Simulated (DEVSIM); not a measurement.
System: abrupt In0.53Ga0.47As n-p junction, at 300 K.

Layer 1 from the left is In0.53Ga0.47As, thickness (μm) 0.290, Nd (cm⁻³) 1.4e15, τn (s) 1.3e-8, τp (s) 1.3e-8. Layer 2 from the left is In0.53Ga0.47As, thickness (μm) 0.800, Na (cm⁻³) 1.6e16, τn (s) 1.3e-8, τp (s) 1.3e-8.

Left contact: ohmic. Right contact: ohmic. Voltage is applied to the left contact. Recombination: SRH at mid-gap. Mobility is μmin + (μ − μmin)/(1 + (N/Nref)^α).

This is a model device: material constants are rounded textbook-type values typed into the input, and sizes, dopings and lifetimes were drawn at random. Values at 300 K.

In0.53Ga0.47As: gap (eV) 0.74, affinity (eV) 4.51, permittivity 13.9, Nc (cm⁻³) 2.1e17, Nv (cm⁻³) 7.7e18, μn (cm²/Vs) 12000, μp (cm²/Vs) 300, μn,min 300, μp,min 10, Nref,n 1.3e17, Nref,p 4.9e17, αn 0.48, αp 0.4.

Model (solved in DEVSIM): 1D drift-diffusion, Boltzmann statistics, complete ionisation; no tunnelling, impact ionisation, image-force lowering or self-heating.

### Question
What does the simulation give for the dark forward voltage at 100 A/cm², the dark forward voltage at 1 A/cm², the potential step across the device at zero bias?

### Answer
dark forward voltage at 100 A/cm² 0.387 V; dark forward voltage at 1 A/cm² 0.238 V; potential step across the device at zero bias 0.451 V.
